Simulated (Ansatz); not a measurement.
```
CaO
1.0
    0.00000     2.41539     2.41539
    2.41539     0.00000     2.41539
    2.41539     2.41539     0.00000
Ca O
1 1
Cartesian
  0.00000   0.00000   0.00000
  2.41539   2.41539   2.41539
```

No spin polarisation.

0.0141 holes added to each cell, a density of 5.0×10^20 cm⁻³, with a uniform compensating background at fixed cell and a 300 K Fermi–Dirac width.

All numbers come from PBE in Ansatz (plane waves to 420 eV, PAW, no spin-orbit coupling). Settings: 27×27×27 k-points, 0.0259 eV Fermi–Dirac smearing.

What gap character does the calculation give?

Indirect, Γ → X.

What is the computed Fermi level relative to the doped band's edge (positive inside the band; to 0.05 eV)?

+0.05 eV.

What is the computed gap between the host's bands?

3.69 eV.

Carriers are added with a uniform compensating background; total energy and stress of such cells depend on the potential's zero and are not compared; many-body gap narrowing is missing at this level. No phonon test of stability was made. The cell was made from CaO in the rock salt structure (space group Fm-3m, No. 225) by this change: holes 5.0×10^20 cm⁻³.

Ansatz is a program for electronic structure.
